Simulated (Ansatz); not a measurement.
Start from GaSb in the zinc blende structure (space group F-43m, No. 216).

```yaml
crystal:
  lattice:
    - [0.00000, 3.02440, 3.02440]
    - [3.02440, 0.00000, 3.02440]
    - [3.02440, 3.02440, 0.00000]
  atoms:
    - { symbol: Ga, position: [0.00000, 0.00000, 0.00000] }
    - { symbol: Sb, position: [0.25000, 0.25000, 0.25000] }
```

Cartesian axes are those of the cell as printed.

All numbers come from LDA/PAW in Ansatz (a program for electronic structure), no spin-orbit coupling.

Base values:

| Property | Value |
|---|---|
| Shortest interatomic distance | 2.619 Å |

Modification: compressive biaxial strain of 1.00 % in the plane normal to [001], as in epitaxy on a mismatched substrate; the out-of-plane cell vector and the atoms relax.

Problem. How does this affect the out-of-plane strain, shortest interatomic distance and in-plane stress?

Solution. The out-of-plane strain is +0.92 %; the shortest interatomic distance drops by 0.009 Å, from 2.619 Å to 2.610 Å; the mean in-plane stress (compression positive) comes out as +0.9 GPa.

Stability against distortions was not tested.
